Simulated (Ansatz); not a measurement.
A self-consistent single point of CsLiBr2 (P4mm, 8 atoms in the cell) with Ansatz (a quantum-chemistry and plane-wave program).

Method: LDA (PW92), default PAW files made with PBE (plane waves; Ansatz).

The change in words: lattice scaled by 0.98. Reference geometry:
```
CELL_PARAMETERS angstrom
      5.20715     0.00000     0.00000
      0.00000     5.20715     0.00000
      0.00000     0.00000     9.97971
ATOMIC_POSITIONS crystal
  Cs 0.00000 0.50000 0.30504
  Cs 0.50000 0.00000 0.69997
  Li 0.50000 0.00000 0.08248
  Li 0.00000 0.50000 0.91752
  Br 0.00000 0.50000 0.66592
  Br 0.50000 0.00000 0.33408
  Br 0.00000 0.00000 0.00000
  Br 0.50000 0.50000 0.00000
```

Reference input (self-consistent single point, DFT, LDA (PW92), plane waves, default PAW files made with PBE): basis.ecutwfc = 420 eV; kpoints.mp_grid.grid = 5 5 3; hamiltonian.xc = lda; hamiltonian.pseudopotentials = {kind: paw} (the program's default PAW files); scf.occupations.method = fermi_dirac; scf.occupations.width = 0.05 eV. This run's input differs from it in these lines:

```diff
@@ -2,5 +2,5 @@
   lattice:
-    - [5.207146, 0.000000, 0.000000]
-    - [0.000000, 5.207146, 0.000000]
-    - [0.000000, 0.000000, 9.979710]
+    - [5.103003, 0.000000, 0.000000]
+    - [0.000000, 5.103003, 0.000000]
+    - [0.000000, 0.000000, 9.780116]
   atoms:
```

Output, abridged:

```
SCF iter   1: F=—  HF=-22202.060876 eV  |F-HF|=—  |Δ(HF+E_count)|=         —  Δρ=3.97e-3  dr2=2.25e-2  ethr=1.77e-3  ⟨swp⟩=10.8  Hψ=2390  notcnv=0
all-band conjugate gradients solve this SCF's bands
preconditioner: auto → Resta (q_TF=auto, 2.094 Å⁻¹)
SCF iter   2: F=—  HF=-22202.050173 eV  |F-HF|=—  |Δ(HF+E_count)|=   1.07e-2  Δρ=2.14e-3  dr2=8.64e-3  ethr=4.33e-5  ⟨swp⟩=2.1  Hψ=811  notcnv=0  defer=11
   [... lines left out ...]
SCF iter   4: F=—  HF=-22202.047281 eV  |F-HF|=—  |Δ(HF+E_count)|=   5.37e-5  Δρ=1.01e-4  dr2=3.34e-5  ethr=7.87e-7  ⟨swp⟩=2.2  Hψ=617  notcnv=0  defer=11
SCF iter   5: F=—  HF=-22202.047376 eV  |F-HF|=—  |Δ(HF+E_count)|=   9.51e-5  Δρ=2.00e-5  dr2=2.28e-6  ethr=6.43e-8  ⟨swp⟩=2.1  Hψ=656  notcnv=0  defer=11
SCF iter   6: F=—  HF=-22202.047377 eV  |F-HF|=—  |Δ(HF+E_count)|=   1.08e-6  Δρ=7.14e-6  dr2=2.42e-7  ethr=4.38e-9  ⟨swp⟩=2.0  Hψ=606  notcnv=0  defer=11
SCF iter   7: F=-22202.047377 eV  HF=-22202.047377 eV  |F-HF|=5.55e-9  |Δ(HF+E_count)|=   9.03e-9  Δρ=1.87e-6  dr2=1.52e-8  ethr=1.92e-10  ⟨swp⟩=12.4  Hψ=1960  notcnv=0
SCF 1 converged in 7 iterations: F = -22202.047377 eV  dr2 = 1.52e-8
Free energy (F): -22202.047377 eV
Internal energy: -22202.047377 eV  (E = F + TS)
E sigma→0 (E₀):  -22202.047377 eV
Fermi energy:    4.207510 eV
--- Forces (eV/Å), atoms counted from 1 ---
  atom   1  Cs     0.00000000     0.00000000    -0.07444234
  atom   2  Cs    -0.00000000     0.00000000     0.02409180
  atom   3  Li     0.00000000     0.00000000     0.00631039
  atom   4  Li    -0.00000000     0.00000000     0.01538559
  atom   5  Br    -0.00000000     0.00000000     0.01097508
  atom   6  Br     0.00000000     0.00000000     0.02060209
  atom   7  Br    -0.00000000     0.00000000    -0.00146091
  atom   8  Br     0.00000000     0.00000000    -0.00146091
--- Stress (GPa, compression-positive) ---
       -1.201557       0.000000       0.000000
        0.000000      -1.201557       0.000000
       -0.000000       0.000000      -1.040409
  P = ⅓ Tr σ = -1.1478 GPa (-11.478 kbar)
  The stress holds the Pulay correction. Without it, at fixed plane waves, as pw.x and ABINIT print it: P = -1.1622 GPa
```

The run converged in 7 iterations. Against the reference run the free energy falls by 19.8 meV/atom, the pressure goes from -1.98 to -1.15 GPa, the largest force goes from 0.099 to 0.074 eV/Å and the gap on the mesh goes from 3.892 to 4.015 eV.

The starting cell comes from a database of computed structures (which also holds hypothetical and non-ambient phases and stackings), without a prior relaxation at this level. Its lattice was rescaled by up to half a per cent. One atom was moved a little off its site on purpose. For this run, on top of that: lattice scaled by 0.98. Ansatz's pressure includes its estimate of the finite-basis (Pulay) stress.

Keys are those of Ansatz 0.2.
